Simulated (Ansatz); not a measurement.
Take GaCuSe₂ in the chalcopyrite structure (space group I-42d, No. 122; a = 5.5700 Å, c = 11.0748 Å) as the base.

Method: PBEsol (Ansatz, a first-principles code, PAW, no spin-orbit coupling).

Before the change:

```
Property                          Value
-----------------------------  --------
Pressure                       0.00 GPa
Width of the top valence band   1.02 eV
```

Now apply this change: an isotropic linear strain of −2.25 %; the atoms relax in the strained cell.

Task: Estimate the effect on the mean gap deformation potential ΔEg/Δln V, pressure, electron mass and width of the top valence band.

Result: The mean gap deformation potential ΔEg/Δln V amounts to -4.4 eV; the pressure (mean of the normal stresses, compression positive) goes from zero to 5.70 GPa; the electron mass is 0.050 mₑ along c, 0.057 mₑ across (at Γ); the width of the top valence band increases by 0.16 eV to 1.18 eV.

Masses are band curvatures over ±0.01 Å⁻¹ around the edge. Whether these cells are dynamically stable was not tested. The final runs are not spin-polarised. The zero or small gap of GaCuSe2 can change with the level of theory.
